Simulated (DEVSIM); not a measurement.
Device: Schottky contact on n-type Si, at 400 K.

```csv
layer (left to right),material,thickness (μm),Nd (cm⁻³),τn (s),τp (s)
1,Si,4.00,6.4e15,1.4e-7,1.4e-7
```

Left contact: Schottky, work function 4.88 eV, emission velocity 8e6 cm/s. Right contact: ohmic. Voltage is applied to the left contact. Recombination: SRH at mid-gap, Auger. Mobility is constant in doping. Where it depends on doping, it is μmin + (μ − μmin)/(1 + (N/Nref)^α).

This is a model device: material constants are rounded textbook-type values typed into the input, and sizes, dopings and lifetimes were drawn at random. Values at 300 K; Nc and Nv go as T^1.5, mobilities as T to minus their exponent, the gap by Varshni's rule with the affinity fixed. The table also holds parameters that only a changed run uses.

```
parameter               Si
----------------  --------
gap (eV)             1.124
affinity (eV)         4.05
permittivity          11.7
Nc (cm⁻³)          2.86e19
Nv (cm⁻³)           3.1e19
μn (cm²/Vs)           1417
μp (cm²/Vs)            470
μn,min                  52
μp,min                  45
Nref,n              9.7e16
Nref,p              2.2e17
αn                    0.68
αp                    0.72
T exponent of μn       2.3
T exponent of μp       2.2
Cn (cm⁶/s)         2.8e-31
Cp (cm⁶/s)         9.9e-32
Varshni α (eV/K)  0.000473
Varshni β (K)          636
```

DEVSIM, 1D drift-diffusion, Boltzmann statistics, complete ionisation; no tunnelling, impact ionisation, image-force lowering or self-heating. Metal contacts follow the ideal Schottky-Mott rule: no Fermi-level pinning, no interface dipoles.

Base results: largest field in the device at zero bias (V/cm) 34000; dark forward voltage at 1 A/cm² (V) 0.228; dark forward voltage at 100 A/cm² (V) 0.442; potential step across the device at zero bias (V) 0.525.

**Question.** What follows from this one change: metal work function 4.88 → 4.98 eV?

**Answer.** largest field in the device at zero bias 34000 → 70000 V/cm; dark forward voltage at 1 A/cm² 0.228 → 0.316 V; dark forward voltage at 100 A/cm² 0.442 → 0.509 V; potential step across the device at zero bias 0.525 → 0.625 V.

**Question.** What follows from this one change: doping Nd of layer 1 6.4e+15 → 1.9e+17 cm^-3?

**Answer.** largest field in the device at zero bias 34000 → 190000 V/cm; dark forward voltage at 1 A/cm² 0.228 → 0.217 V; dark forward voltage at 100 A/cm² 0.442 → 0.379 V; potential step across the device at zero bias 0.525 → 0.642 V.

**Question.** What follows from this one change: temperature 400 → 450 K?

**Answer.** largest field in the device at zero bias 34000 → 43000 V/cm; dark forward voltage at 1 A/cm² 0.228 → 0.146 V; dark forward voltage at 100 A/cm² 0.442 → 0.383 V; potential step across the device at zero bias 0.525 → 0.480 V.

**Question.** What follows from this one change: doping-dependent mobility in place of the constant one?

**Answer.** largest field in the device at zero bias little changed (34000 V/cm); dark forward voltage at 1 A/cm² little changed (0.230 V); dark forward voltage at 100 A/cm² 0.442 → 0.450 V; potential step across the device at zero bias little changed (0.525 V).
